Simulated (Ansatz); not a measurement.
The parent structure is Rb in the bcc (W type) structure (space group Im-3m, No. 229; a = 5.748 Å).

The values are results of plane-wave PAW DFT at the r2SCAN level (Ansatz, a first-principles code, 500 eV), no spin-orbit coupling, not measurements.

One change was made to it. Results:

```
quantity                base    after
-------------------  -------  -------
lattice parameter a  5.748 Å  4.815 Å
band gap                zero     zero
```

Problem. Which change produced these results?
(A) Rb → Y
(B) Rb → Cs
(C) Rb → Sr

Solution. C, Rb → Sr. For comparison, the lattice parameter a in the other runs: Rb → Y gives 4.067 Å; Rb → Cs gives 6.277 Å.

No phonon test of stability was made. As relaxed here, Y is a hypothetical phase, not in the database extracts checked. All final runs are without spin polarisation. Y has a high density of states at the Fermi level and may be magnetic at this level. This is not the structure that Sr has at room temperature and ambient pressure.
